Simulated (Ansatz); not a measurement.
Input and output of a self-consistent single point for a (001) slab of Sn (cut from a parent of space group no. 71; 4 atoms in the cell) (Ansatz, an electronic-structure program).

Method of the run: PBEsol, default PAW files made with PBE (plane waves; Ansatz).

```xyz
4
Lattice="3.3926 0.0000 0.0000 0.0000 3.9210 0.0000 0.0000 0.0000 20.3426" Properties=species:S:1:pos:R:3 pbc="T T T"
Sn     0.0000     0.0000     9.1142
Sn     1.6963     1.9605     7.0000
Sn     0.0000     0.0000    13.3426
Sn     1.6963     1.9605    11.2284
```

Reference input (self-consistent single point, DFT, PBEsol, plane waves, default PAW files made with PBE): basis.ecutwfc = 30.9 Ry; kpoints.mp_grid.grid = 9 8 1; hamiltonian.xc = pbesol; hamiltonian.pseudopotentials = {kind: paw} (the program's default PAW files); scf.occupations.method = fermi_dirac; scf.occupations.width = 0.0073 Ry. This run's input differs from it in these lines:

Ansatz 0.2 input:
```diff
@@ -14,3 +14,3 @@
 kpoints:
-  mp_grid: { grid: [9, 8, 1] }
+  mp_grid: { grid: [25, 22, 1] }
 hamiltonian:
```

Log, with long lists cut:

```
SCF iter   1: F=—  HF=-23797.941428 eV  |F-HF|=—  |Δ(HF+E_count)|=         —  Δρ=1.75e-3  dr2=6.11e-3  ethr=1.77e-3  ⟨swp⟩=7.3  Hψ=23304  notcnv=0
all-band conjugate gradients solve this SCF's bands
preconditioner: auto → LDOS
SCF iter   2: F=—  HF=-23797.937538 eV  |F-HF|=—  |Δ(HF+E_count)|=   3.89e-3  Δρ=6.55e-4  dr2=1.36e-3  ethr=1.09e-5  ⟨swp⟩=2.3  Hψ=11491  notcnv=0  defer=2
   [... lines left out ...]
SCF iter   4: F=—  HF=-23797.937062 eV  |F-HF|=—  |Δ(HF+E_count)|=   2.88e-5  Δρ=3.84e-5  dr2=5.53e-6  ethr=2.19e-7  ⟨swp⟩=2.0  Hψ=9784  notcnv=0  defer=2
SCF iter   5: F=—  HF=-23797.937115 eV  |F-HF|=—  |Δ(HF+E_count)|=   5.26e-5  Δρ=1.59e-5  dr2=1.81e-6  ethr=9.88e-9  ⟨swp⟩=2.0  Hψ=9787  notcnv=0  defer=2
SCF iter   6: F=—  HF=-23797.937114 eV  |F-HF|=—  |Δ(HF+E_count)|=   2.92e-7  Δρ=4.48e-6  dr2=2.96e-7  ethr=3.24e-9  ⟨swp⟩=2.9  Hψ=9938  notcnv=0  defer=2
SCF iter   7: F=-23797.937114 eV  HF=-23797.937114 eV  |F-HF|=1.11e-8  |Δ(HF+E_count)|=   1.90e-8  Δρ=1.53e-6  dr2=1.26e-8  ethr=1.79e-10  ⟨swp⟩=7.4  Hψ=21125  notcnv=0
SCF 1 converged in 7 iterations: F = -23797.937114 eV  dr2 = 1.26e-8
Free energy (F): -23797.937114 eV
Internal energy: -23797.837270 eV  (E = F + TS)
E sigma→0 (E₀):  -23797.887192 eV
Entropy (-TS):   -0.099844 eV (-24.961 meV/atom)
Fermi energy:    1.777363 eV
--- Forces (eV/Å), atoms counted from 1 ---
  atom   1  Sn     0.00000000    -0.00000000    -0.33897804
  atom   2  Sn     0.00000000     0.00000000     0.38080749
  atom   3  Sn     0.00000000    -0.00000000    -0.38080749
  atom   4  Sn     0.00000000     0.00000000     0.33897804
--- Stress (GPa, compression-positive) ---
       -2.892030       0.000000      -0.000000
        0.000000      -2.398178      -0.000000
       -0.000000      -0.000000      -1.005859
  P = ⅓ Tr σ = -2.0987 GPa (-20.987 kbar)
  The stress holds the Pulay correction. Without it, at fixed plane waves, as pw.x and ABINIT print it: P = -2.1109 GPa
```

The run converged in 7 iterations. Against the reference run the free energy drops by 2.5 meV/atom and the largest force goes from 0.395 to 0.381 eV/Å.

The starting cell comes from a database of computed structures (which also holds hypothetical and non-ambient phases and stackings), without a prior relaxation at this level. The slab is cut from that crystal, and its faces are unrelaxed. Its lattice was rescaled by up to half a per cent.

Cost on one core of a shared machine: roughly 90 s.
